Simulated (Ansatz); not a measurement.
Ansatz (an electronic-structure program) run on RbBi₂ (R3m, 6 atoms in the cell): self-consistent single point.

Method: PBEsol, default PAW files made with PBE (plane waves; Ansatz).

```xyz
6
Lattice="0.0000 4.7870 4.7870 4.7870 0.0000 4.7870 4.7870 4.7870 0.0000" Properties=species:S:1:pos:R:3 pbc="T T T"
Rb     4.8159     4.8159     4.8159
Rb     7.1805     7.1805     7.1805
Bi     1.1967     3.5902     3.5902
Bi     3.5902     3.5902     1.1967
Bi     3.5902     1.1967     3.5902
Bi     1.1967     1.1967     1.1967
```

Reference input (self-consistent single point, DFT, PBEsol, plane waves, default PAW files made with PBE): basis.ecutwfc = 420 eV; kpoints.mp_grid.grid = 5 5 5; hamiltonian.xc = pbesol; hamiltonian.pseudopotentials = {kind: paw} (the program's default PAW files); scf.occupations.method = fermi_dirac; scf.occupations.width = 0.1 eV. This run's input differs from it in these lines:

```diff
@@ -25,3 +25,3 @@
     method: fermi_dirac
-    width: 0.1 eV
+    width: 0.3 eV
 output:
```

Log, with long lists cut:

```
SCF iter   1: F=—  HF=-55404.297291 eV  |F-HF|=—  |Δ(HF+E_count)|=         —  Δρ=1.76e-3  dr2=1.08e-2  ethr=1.77e-3  ⟨swp⟩=10.1  Hψ=4995  notcnv=0
all-band conjugate gradients solve this SCF's bands
preconditioner: auto → Kerker (q_TF=auto, 2.296 Å⁻¹)
SCF iter   2: F=—  HF=-55404.294553 eV  |F-HF|=—  |Δ(HF+E_count)|=   2.74e-3  Δρ=1.24e-3  dr2=4.76e-3  ethr=1.39e-5  ⟨swp⟩=2.2  Hψ=1820  notcnv=0
   [... lines left out ...]
SCF iter   5: F=—  HF=-55404.293380 eV  |F-HF|=—  |Δ(HF+E_count)|=   7.50e-5  Δρ=4.68e-5  dr2=3.74e-6  ethr=2.48e-7  ⟨swp⟩=2.0  Hψ=1725  notcnv=0
SCF iter   6: F=—  HF=-55404.293263 eV  |F-HF|=—  |Δ(HF+E_count)|=   1.18e-4  Δρ=1.83e-5  dr2=6.63e-7  ethr=4.80e-9  ⟨swp⟩=2.1  Hψ=1417  notcnv=0
SCF iter   7: F=—  HF=-55404.293263 eV  |F-HF|=—  |Δ(HF+E_count)|=   1.78e-7  Δρ=6.31e-6  dr2=1.01e-7  ethr=8.50e-10  ⟨swp⟩=2.1  Hψ=1590  notcnv=0
SCF iter   8: F=-55404.293263 eV  HF=-55404.293263 eV  |F-HF|=1.42e-8  |Δ(HF+E_count)|=   3.29e-8  Δρ=2.36e-6  dr2=1.65e-8  ethr=1.28e-10  ⟨swp⟩=6.8  Hψ=3850  notcnv=0
SCF 1 converged in 8 iterations: F = -55404.293263 eV  dr2 = 1.65e-8
Free energy (F): -55404.293263 eV
Internal energy: -55403.308752 eV  (E = F + TS)
E sigma→0 (E₀):  -55403.801007 eV
Entropy (-TS):   -0.984510 eV (-164.085 meV/atom)
Fermi energy:    8.397577 eV
--- Forces (eV/Å), atoms counted from 1 ---
  atom   1  Rb    -0.03895675    -0.03895675    -0.03895675
  atom   2  Rb     0.00554278     0.00554278     0.00554278
  atom   3  Bi     0.01465924     0.00842618     0.00842618
  atom   4  Bi     0.00842618     0.00842618     0.01465924
  atom   5  Bi     0.00842618     0.01465924     0.00842618
  atom   6  Bi     0.00191081     0.00191081     0.00191081
--- Stress (GPa, compression-positive) ---
       -0.138111      -0.009793      -0.009793
       -0.009793      -0.138111      -0.009793
       -0.009793      -0.009793      -0.138111
  P = ⅓ Tr σ = -0.1381 GPa (-1.381 kbar)
  The stress holds the Pulay correction. Without it, at fixed plane waves, as pw.x and ABINIT print it: P = -0.1546 GPa
```

The run converged in 8 iterations. Against the reference run the free energy drops by 90.7 meV/atom, the pressure hardly changes (-0.21 to -0.14 GPa) and the largest force moves little (0.068 to 0.067 eV/Å).

The starting cell comes from a database of computed structures (which also holds hypothetical and non-ambient phases and stackings), without a prior relaxation at this level. Its lattice was rescaled by up to half a per cent. One atom was moved a little off its site on purpose. Ansatz's pressure includes its estimate of the finite-basis (Pulay) stress.

Keys are those of Ansatz 0.2.
